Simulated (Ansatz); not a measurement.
Ansatz (a first-principles code) run on WC (P-6m2, 2 atoms in the cell): self-consistent single point.

Computed with PBE, PAW files (plane waves; Ansatz).

The change in words: lattice scaled by 0.98. Reference geometry:
```
CELL_PARAMETERS angstrom
      2.90755     0.00000     0.00000
     -1.45377     2.51801     0.00000
      0.00000     0.00000     2.83064
ATOMIC_POSITIONS crystal
  W  0.00000 0.00000 0.00000
  C  0.66667 0.33333 0.50000
```

Reference input (self-consistent single point, DFT, PBE, plane waves, PAW files): kpoints.mp_grid.grid = 13 13 12; hamiltonian.xc = pbe; hamiltonian.pseudopotentials = {kind: paw} (an earlier, softer set of the program's PAW files); scf.occupations.method = fermi_dirac; scf.occupations.width = 0.136 eV. This run's input differs from it in these lines:

```diff
@@ -2,5 +2,5 @@
   lattice:
-    - [2.907549, 0.000000, 0.000000]
-    - [-1.453774, 2.518011, 0.000000]
-    - [0.000000, 0.000000, 2.830638]
+    - [2.849398, 0.000000, 0.000000]
+    - [-1.424699, 2.467651, 0.000000]
+    - [0.000000, 0.000000, 2.774025]
   atoms:
```

Output, abridged:

```
SCF iter   1: F=—  HF=-10638.357479 eV  |F-HF|=—  |Δ(HF+E_count)|=         —  Δρ=1.44e-1  dr2=5.21e0  ethr=3.10e-3  ⟨swp⟩=5.0  Hψ=9233  notcnv=0
all-band conjugate gradients solve this SCF's bands
preconditioner: auto → none
SCF iter   2: F=—  HF=-10637.692628 eV  |F-HF|=—  |Δ(HF+E_count)|=   6.65e-1  Δρ=1.01e-1  dr2=2.64e0  ethr=3.10e-3  ⟨swp⟩=2.0  Hψ=3650  notcnv=0
SCF iter   3: F=—  HF=-10637.009965 eV  |F-HF|=—  |Δ(HF+E_count)|=   6.83e-1  Δρ=8.93e-3  dr2=1.56e-2  ethr=3.10e-3  ⟨swp⟩=2.7  Hψ=3394  notcnv=0
SCF iter   4: F=—  HF=-10637.009547 eV  |F-HF|=—  |Δ(HF+E_count)|=   4.18e-4  Δρ=1.16e-3  dr2=7.87e-5  ethr=8.64e-5  ⟨swp⟩=1.1  Hψ=3123  notcnv=0
SCF iter   5: F=—  HF=-10637.009693 eV  |F-HF|=—  |Δ(HF+E_count)|=   1.46e-4  Δρ=1.81e-4  dr2=2.70e-6  ethr=4.37e-7  ⟨swp⟩=2.1  Hψ=3067  notcnv=0
SCF iter   6: F=—  HF=-10637.009694 eV  |F-HF|=—  |Δ(HF+E_count)|=   8.00e-7  Δρ=2.99e-5  dr2=1.02e-7  ethr=5.56e-10  ⟨swp⟩=6.9  Hψ=9899  notcnv=0
SCF iter   7: F=-10637.009694 eV  HF=-10637.009694 eV  |F-HF|=1.91e-9  |Δ(HF+E_count)|=   5.74e-9  Δρ=5.10e-6  dr2=3.96e-9  ethr=5.56e-10  ⟨swp⟩=4.1  Hψ=5910  notcnv=0
SCF 1 converged in 7 iterations: F = -10637.009694 eV  dr2 = 3.96e-9
Free energy (F): -10637.009694 eV
Internal energy: -10636.992449 eV  (E = F + TS)
E sigma→0 (E₀):  -10637.001071 eV
Entropy (-TS):   -0.017245 eV (-8.622 meV/atom)
Fermi energy:    21.985939 eV
--- Forces (eV/Å), atoms counted from 1 ---
  atom   1  W      0.00000000     0.00000000     0.00000000
  atom   2  C      0.00000000     0.00000000     0.00000000
--- Stress (GPa, compression-positive) ---
       32.892816      -0.000000       0.000000
        0.000000      32.892816       0.000000
        0.000000       0.000000      38.479119
  P = ⅓ Tr σ = 34.7549 GPa (347.549 kbar)
  The stress holds the Pulay correction. Without it, at fixed plane waves, as pw.x and ABINIT print it: P = 34.4864 GPa
```

The run converged in 7 iterations. Against the reference run the free energy goes up by 75.4 meV/atom and the pressure goes from 6.35 to 34.75 GPa.

The starting cell comes from a database of computed structures (which also holds hypothetical and non-ambient phases and stackings), without a prior relaxation at this level. Its lattice was rescaled by a random factor within 2.5 % of one. For this run, on top of that: lattice scaled by 0.98. Spin polarisation is off. With a pressure of about 35 GPa the cell is away from its equilibrium volume at this level. Ansatz's pressure includes its estimate of the finite-basis (Pulay) stress.

Keys are those of Ansatz 0.2.
